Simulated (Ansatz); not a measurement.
Take ZnCu₂SnS₄ (space group I-4, No. 82; a = 5.414 Å, c = 10.822 Å) as the base.

Computed with plane-wave PAW DFT at the r2SCAN level (Ansatz, a quantum-chemistry and plane-wave program, 500 eV), scalar-relativistic without spin-orbit coupling.

Before the change:

| Item | Result |
|---|---|
| Pressure | 0.00 GPa |
| Band gap | 0.47 eV |
| Hole mass | 0.12 mₑ along c, 0.81 mₑ across (at Γ) |

Modification: every lattice vector is stretched by 0.71 %, atoms relaxed at fixed cell.

Question: Estimate the effect on the pressure.

Answer: The pressure (mean of the normal stresses, compression positive) goes from zero to -1.56 GPa.

Question: Predict the new band gap.

Answer: The band gap falls by 0.06 eV, from 0.47 eV to 0.41 eV.

Question: What happens to the hole mass?

Answer: The hole mass changes from 0.12 mₑ along c, 0.81 mₑ across (at Γ) to 0.11 mₑ along c, 0.85 mₑ across (at Γ).

The cells carry an imposed strain or load. Masses are band curvatures over ±0.01 Å⁻¹ around the edge. Stability against distortions was not tested. All final runs are without spin polarisation.
